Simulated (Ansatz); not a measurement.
Consider N vacancy in wurtzite AlN with all lengths changed by +1 %, charge state +1. All values below come from PBE, PAW (plane waves to 420 eV; Ansatz, a quantum-chemistry and plane-wave program).

72-site cell at the strained lattice (strain from the relaxed PBE one, atoms relaxed), a 2×2×2 k-point mesh shifted by half a step along c, smearing 0.01 eV, spin-restricted, no finite-size correction. Static, classical nuclei. The charge state is imposed; whether it is stable for some Fermi level was not computed. Forms of the defect that were not tried may lie lower.

The step: a nearby N atom hops onto the vacant site; the atom moves 3.11 Å along (0.33, -0.33, -0.50) of the unit cell; the moving atom starts with neighbours Al at 1.91, Al at 1.92, 2 Al at 1.94 Å and ends with Al at 1.89, 2 Al at 1.93, Al at 1.95 Å.

Question: What migration barrier of this step does PBE, PAW give?

Answer: 4.31 eV, the same both ways. At the saddle the moving atom has neighbours Al at 1.76, Al at 1.86 Å. The saddle point's order was not checked, and it lies on a symmetry element of the cell, where a band can be held.
